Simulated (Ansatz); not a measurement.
# Effect of uniaxial strain ε_zz = +0.50 % on InP

The reference is InP in the zinc blende structure (space group F-43m, No. 216; a = 5.8269 Å). Axes: x, y, z lie along the cube axes.

Perturbation: the cell is stretched by 0.50 % along z with no lateral relaxation, atoms relaxed at fixed cell.

Computed with DFT with LDA, PAW potentials and a 420 eV plane-wave cutoff in Ansatz (a quantum-chemistry and plane-wave program), no spin-orbit coupling. Settings: 10×10×10 k-points, 0.05 eV Fermi–Dirac smearing.

| quantity | base | changed | shift |
|---|---|---|---|
| volume per atom | 24.73 Å³ | 24.85 Å³ | +0.12 Å³ |
| space group | F-43m (No. 216) | I-4m2 (No. 119) | – |
| energy relative to the base (free energy F) | 0 meV/atom | +0.2 meV/atom | +0.2 meV/atom |
| pressure (mean of the normal stresses, compression positive) | 0.00 GPa | -0.35 GPa | -0.35 GPa |
| band gap | 0.58 eV | 0.54 eV | -0.04 eV |
| gap character | direct at Γ | direct at Γ | – |
| electron mass | 0.046 mₑ (at Γ) | 0.044 mₑ (at Γ) | – |
| valence-band top at Γ (three highest levels, from the VBM) | 0.00, 0.00, 0.00 eV | 0.00, 0.00, -0.02 eV | – |
| valley order (the lowest conduction-band minima on the path, energy above the VBM, named in the base's zone) | Γ 0.58 eV; L along ⟨111⟩ 1.35 eV; X along ⟨100⟩ 1.57 eV | Γ 0.54 eV; L along [111] 1.33 eV; X along [010] 1.56 eV; X along [001] 1.59 eV | – |
| stress (xx, yy, zz, yz, xz, xy; compression positive) | – | (-0.28, -0.28, -0.50, 0.00, 0.00, 0.00) GPa | – |

Final structure:

```
InP
1.0
    0.00000     2.91346     2.92802
    2.91346     0.00000     2.92802
    2.91346     2.91346     0.00000
In P
1 1
Cartesian
  0.00000   0.00000   0.00000
  1.45673   1.45673   1.46401
```

Masses are band curvatures over ±0.01 Å⁻¹ around the edge. No phonon test of stability was made. k-point labels follow each cell's own Brillouin zone.
